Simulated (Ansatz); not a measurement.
# Convergence series on LaTi2GaO6 (Cmmm, 10 atoms in the cell)

```
LaTi2GaO6
1.0
    3.95192    -3.97515     0.00000
    3.95192     3.97515     0.00000
    0.00000     0.00000     3.98362
La Ti Ga O
1 2 1 6
Direct
  0.50000   0.50000   0.50000
  0.50000   0.00000   0.00000
  0.00000   0.50000   0.00000
  0.00000   0.00000   0.50000
  0.50000   0.00000   0.50000
  0.00000   0.50000   0.50000
  0.29036   0.29036   0.00000
  0.70964   0.70964   0.00000
  0.23781   0.76219   0.00000
  0.76219   0.23781   0.00000
```

Method: PBEsol, default PAW files made with PBE (plane waves; Ansatz, a program for electronic structure).

The starting cell comes from a database of computed structures (which also holds hypothetical and non-ambient phases and stackings), without a prior relaxation at this level. Its lattice was rescaled by a random factor within 2.5 % of one. Spin polarisation is off, so a magnetic state, if there is one, cannot be reached. In the base run, with a pressure of about -11 GPa the cell is away from its equilibrium volume at this level. Ansatz's pressure includes its estimate of the finite-basis (Pulay) stress.

Held fixed: kpoints.mp_grid.grid = 4 4 6; hamiltonian.xc = pbesol; hamiltonian.pseudopotentials = {kind: paw} (the program's default PAW files); scf.occupations.method = cold; scf.occupations.width = 0.272 eV.

ΔF is the free energy per atom less that of the last row (16).

The series runs over basis.ecutrho_ratio = 2; 3; 4; 5; 6; 8; 10; 12; 16.

From which setting on does the pressure stay within 0.1 GPa of the last one?

From basis.ecutrho_ratio = 3 on; the one before it is off by 0.62 GPa. The value it settles on is -10.86 GPa at this level of theory and with the other settings as held.

From which setting on does the energy stay within 1 meV/atom of the last one?

From basis.ecutrho_ratio = 3 on; the one before it is off by 4.6 meV/atom.

| basis.ecutrho_ratio | ΔF (meV/atom) | pressure (GPa) | largest force (eV/Å) |
|---|---|---|---|
| 2 | -4.6 | -10.24 | 0.178 |
| 3 | 0.08 | -10.87 | 0.165 |
| 4 | 0.00 | -10.86 | 0.165 |
| 5 | 0.00 | -10.86 | 0.165 |
| 6 | 0.00 | -10.86 | 0.165 |
| 8 | 0.00 | -10.86 | 0.165 |
| 10 | 0.00 | -10.86 | 0.165 |
| 12 | 0.00 | -10.86 | 0.165 |
| 16 | 0.00 | -10.86 | 0.165 |

Keys are those of Ansatz 0.2.
